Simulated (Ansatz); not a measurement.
Consider the following.

```yaml
crystal:
  lattice:
    - [0.02637, 3.06658, 3.06658]
    - [3.06658, 0.02637, 3.06658]
    - [3.09296, 3.09296, 0.00000]
  atoms:
    - { symbol: Cd, position: [0.00185, 0.00185, 0.99815] }
    - { symbol: Se, position: [0.24815, 0.24815, 0.25185] }
```

No spin polarisation.

Method: Ansatz (an electronic-structure program), r2SCAN, PAW, cutoff 500 eV, no spin-orbit coupling. k-mesh 9×9×9 (Γ-centred); smearing 0.05 eV (Fermi–Dirac).

**Question.** Predict the electron mass, gap character, stress and band gap.

**Answer.** The electron mass is 0.093 mₑ (at Γ). The gap character comes out as direct at Γ and the stress (xx, yy, zz, yz, xz, xy; compression positive) is (0.01, 0.01, 0.00, 0.00, 0.00, -0.38) GPa. The band gap comes out as 1.00 eV.

The cells carry an imposed strain or load. Effective masses come from finite differences of ±0.01 Å⁻¹. Whether these cells are dynamically stable was not tested. The cell was made from CdSe in the zinc blende structure (space group F-43m, No. 216) by this change: tensor shear ε_xy = +0.86 %.
